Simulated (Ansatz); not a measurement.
An Ansatz (a quantum-chemistry and plane-wave program) input (Ansatz HSE06, spin-orbit coupling left out):

Ansatz 0.2 input:
```yaml
crystal:
  lattice:
    - [3.4983080521, 0, 0]
    - [0, 3.4983080521, 0]
    - [1.749154026, -1.749154026, 2.6586989026]
  atoms:
    - { symbol: Mg, position: [0, 0, 0] }
    - { symbol: S, position: [0.5, 0.5, 0] }
basis: { ecutwfc: 420, ecutrho_ratio: 4, xc_grid: 2, fft_grid_basis: typed }
kpoints: { mp_grid: { grid: [8, 8, 8] } }
hamiltonian:
  xc: hse06
  dispersion: none
  pseudopotentials: { kind: paw }
scf: { occupations: { method: fermi_dirac, width: 0.01 } }
output: { eigenvalues: true, eigenstates: { kpoints: [[0, 0, 0], [0.5, 0.5, 0], [0, 0, 0.5]] } }
```

Which symmetry and how many k-points will the program report, and about how many plane waves at Γ?

Space group I4/mmm (ITA 139) with 16 operations, k-points 59 of 512, and 625 plane waves at Γ.

Single points use the geometry relaxed with PBEsol. HSE06 gaps are upper bounds (no full band path). The cells carry an imposed strain or load. Stability against distortions was not tested. The cell was made from MgS in the rock salt structure (space group Fm-3m, No. 225) by this change: biaxial strain −4.53 %, plane normal [001], relaxed out of plane.
